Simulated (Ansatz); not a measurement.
Sn (space group I4/mmm, No. 139)

Space group I4/mmm (No. 139); a = 3.281 Å, b = 3.281 Å, c = 4.920 Å, α = 90.00°, β = 90.00°, γ = 90.00°

```
atom  site  symmetry       x       y       z
----  ----  --------  ------  ------  ------
Sn      2a     4/mmm  0.0000  0.0000  0.0000
```
(The calculation used a cell of 1 atom; values per cell refer to that cell.)

Calculations: PBEsol (Ansatz, a quantum-chemistry and plane-wave program; PAW; 420 eV plane waves; spin-orbit coupling left out). Settings: 20×20×20 k-points, 0.05 eV Fermi–Dirac smearing.

The volume per atom is 26.49 Å³ and the density comes out as 7.44 g/cm³. The band gap comes out as zero and the total energy comes out as -5949.756 eV/atom (σ→0; compares only within this code and set-up).

Whether these cells are dynamically stable was not tested. This is not the structure that Sn has at room temperature and ambient pressure.
